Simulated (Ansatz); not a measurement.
Structure of amorphous Ga24O35 (periodic cell):

```xyz
59
Lattice="9.1448 0.0000 0.0000 0.0000 9.1448 0.0000 0.0000 0.0000 9.1448" Properties=species:S:1:pos:R:3 pbc="T T T"
Ga     6.5207     8.0889     7.9729
Ga     8.0163     3.0328     1.8065
Ga     0.1411     8.8064     6.1736
Ga     8.9899     0.4050     0.2602
Ga     4.3299     1.5332     4.9993
Ga     2.9685     0.5081     1.2590
Ga     2.2156     1.4608     7.3095
Ga     1.5848     6.9344     8.8343
Ga     4.7292     5.2817     8.2566
Ga     7.9246     6.0512     0.3099
Ga     3.2160     7.8081     6.1852
Ga     2.8561     4.4838     5.6968
Ga     2.0798     2.6903     3.0575
Ga     6.1326     0.3597     2.1314
Ga     6.1822     8.1713     5.0599
Ga     6.5461     5.4712     3.2386
Ga     0.2470     0.3238     3.4377
Ga     6.2844     3.7897     6.1433
Ga     3.7250     6.6687     1.8570
Ga     1.4342     6.3670     4.0361
Ga     5.1805     1.7870     8.2698
Ga     4.8204     3.4756     1.6564
Ga     0.3083     3.6431     8.0365
Ga     8.8437     3.3178     4.9205
O      5.0303     7.9188     6.5786
O      8.2212     7.8375     8.9990
O      1.0608     4.7469     4.9983
O      1.9706     0.8129     2.9173
O      3.1013     6.3741     4.9773
O      5.4700     2.0945     6.4310
O      3.3565     3.0757     4.4349
O      7.0119     4.1041     4.4416
O      0.2730     3.1630     3.0616
O      4.4072     8.4790     1.7650
O      0.4429     7.9006     4.4648
O      8.0952     3.6199     6.7222
O      6.6007     7.2431     3.5473
O      0.4813     0.8651     7.5968
O      7.6192     4.9382     1.7652
O      6.2527     2.3568     2.1131
O      3.3959     6.2725     9.0998
O      8.1183     0.4627     2.0627
O      4.6688     4.7751     6.4669
O      1.5046     8.5995     0.6468
O      3.2173     2.5745     1.5951
O      1.9699     6.3181     2.2878
O      7.5056     8.3179     6.3657
O      2.0061     3.3389     7.1837
O      4.8432     5.1999     2.3969
O      2.9323     0.5434     5.7955
O      6.2790     0.5065     9.0604
O      9.0284     1.3427     4.9813
O      5.2213     3.5759     8.9543
O      5.5488     0.5084     4.0527
O      1.5834     7.5544     7.0514
O      3.4996     1.0147     8.5735
O      6.2978     6.2515     8.5120
O      0.4032     5.3916     8.7806
O      8.9283     2.4591     0.2966
```

Method: PBE, scalar-relativistic without spin-orbit coupling (plane waves to 420 eV, PAW; Ansatz, a first-principles code). The usual formal charges leave 2 electrons over, so the level spacing at the Fermi energy parts defect or band states and needn't be the band gap.

Preparation: random packing, a CHGNet melt and quench, and a DFT relaxation. O atoms were pushed apart under 1.9 Å during the dynamics, to hinder bonds among them. The hot cell started wider than the set density and was brought back towards it in steps. It is the lowest in DFT energy of 2 quenches. It is a model cell: composition and starting density were chosen by hand, and all elements were melted together. No dispersion term was used. Its density started from a set value of 4.74 and ended at 4.85 g/cm³. The simulated quench (nominally 88 K/ps over its main leg) is rapid and tends to freeze in more defects than a deposited or slowly cooled glass has. Values belong to this one cell and scatter from quench to quench. The volume was free in the relaxation, at fixed shape. Stress components on the final sampling reach 3.3 GPa. On a 2×2×2 Γ-centred mesh force components of up to 0.15 eV/Å stay, since the relaxation ran on the zone centre alone.

Bonds are counted up to Ga-Ga 2.68 Å, Ga-O 2.32 Å, O-O 1.58 Å. Two cations that share two anions don't count as bonded, nor two that share one unless they lie closer than Ga-Ga 2.61 Å.

Q: Give the coordination numbers, mean bond lengths and angles.

A: 
```json
{
 "Mean coordination of Ga by anions": "4.29 (17 with 4, 7 with 5)",
 "Mean coordination of O": "2.94 (2 with 2, 33 with 3)",
 "Mean Ga-O bond": "1.923 Å (spread 0.069 Å, 103 counted)",
 "Bond angle at Ga": "mean 108.1°, spread 19.1°",
 "Bond angle at O": "mean 117.9°, spread 13.2°"
}
```

Q: Which atoms depart from the most common coordination of their element?

A: Ga1 has 5 (O47 1.90 Å, O51 1.92 Å, O57 1.93 Å, O26 2.00 Å, O25 2.05 Å); Ga3 has 5 (O47 1.86 Å, O38 1.89 Å, O35 1.96 Å, O52 2.08 Å, O55 2.10 Å); Ga4 has 5 (O26 1.92 Å, O44 1.95 Å, O38 1.97 Å, O42 2.00 Å, O59 2.06 Å); Ga6 has 5 (O44 1.90 Å, O34 1.92 Å, O28 1.96 Å, O56 1.97 Å, O45 2.11 Å); Ga12 has 5 (O27 1.94 Å, O31 1.96 Å, O43 1.99 Å, O29 2.04 Å, O48 2.06 Å); Ga14 has 5 (O42 1.99 Å, O40 2.00 Å, O54 2.01 Å, O34 2.04 Å, O51 2.23 Å); Ga24 has 5 (O33 1.95 Å, O36 1.97 Å, O27 1.98 Å, O52 1.98 Å, O32 2.05 Å); O37 has 2 (Ga16 1.80 Å, Ga15 1.82 Å); O46 has 2 (Ga20 1.83 Å, Ga19 1.84 Å).

Q: List the pairs of like atoms that count as bonded by the rules above.

A: There are none by these rules.
